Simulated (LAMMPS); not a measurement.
MD of Al (fcc) at zero pressure, 2048 atoms, as a liquid; each row is its own run.

Method: classical MD, pair style eam/alloy, file Al_zhou.eam.alloy (LAMMPS).

```csv
T (K),D(Al) (cm²/s)
510,1.81e-5
650,4.06e-5
750,5.66e-5
840,7.17e-5
1030,0.000110
1170,0.000148
1210,0.000158
1310,0.000176
1490,0.000214
```

Problem. Fit an Arrhenius law, ln y = a + b / x, to these rows (x is the first column, y the second) and predict the run at x = 930.

Solution. Least squares gives a = -7.2024 and b = -1910. The slope times kB gives an activation energy of 0.16 eV. At x = 930 the fit predicts 9.55e-5 cm²/s. The run itself gave (9.5 ± 0.2) × 10^-5 cm²/s, so the fit is 0.74 % high, within the run's error.

Caution (row 510): this liquid lies under the melting point of about 650 K that EAM-type Al_zhou.eam.alloy gives, so it is undercooled.

Errors of D are the spread over four groups of atoms in one short run; a floor of about 5 %, a picked value, is safer.
